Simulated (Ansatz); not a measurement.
**Rb under a change: isotropic strain −2.00 %**

Base system: Rb in the bcc (W type) structure (space group Im-3m, No. 229; a = 5.6752 Å; relaxed with 0.1 eV smearing).

One thing is altered: every lattice vector is shortened by 2.00 %; the atoms relax in the strained cell.

Computed with PBE (Ansatz, an electronic-structure program, PAW, no SOC). Γ-centred 16×16×16 mesh, Fermi–Dirac width 0.1 eV.

Volume per atom: 86.02 Å³ (base 91.39 Å³)
Space group: Im-3m (No. 229) (base Im-3m (No. 229))
Energy relative to the base (free energy F): +2.9 meV/atom
Pressure: 0.2 GPa (base 0.0 GPa)
Band gap: zero (base zero)

No phonon test of stability was made. All final runs are without spin polarisation.
